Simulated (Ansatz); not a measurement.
The reference is CdSe in the zinc blende structure (space group F-43m, No. 216).

```xyz
2
Lattice="0.0000 3.0666 3.0666 3.0666 0.0000 3.0666 3.0666 3.0666 0.0000" Properties=species:S:1:pos:R:3 pbc="T T T"
Cd     0.0000     0.0000     0.0000
Se     1.5333     1.5333     1.5333
```

Cartesian axes are those of the cell as printed.

Calculations: Ansatz (a first-principles code), r2SCAN, PAW, cutoff 500 eV, without spin-orbit coupling.

Perturbation: the cell is stretched by 3.00 % along z with no lateral relaxation, atoms relaxed at fixed cell.

Predict the stress tensor and what it implies for the stiffness.

Stress of the strained cell less that of the base (GPa, compression positive):
```
  -1.25    0.00    0.00
   0.00   -1.25    0.00
   0.00    0.00   -1.83
```

Then −Δσ_ii/ε with ε = 0.0300 gives secant stiffness values (nonlinear terms included at this strain): C33 ≈ 61 GPa, C13 ≈ 42 GPa and C23 ≈ 42 GPa.

As a check, the harmonic strain energy −½ V₀ Δσ:ε is 5.0 meV/atom; the computed energy rise is 5.0 meV/atom.

Whether these cells are dynamically stable was not tested.
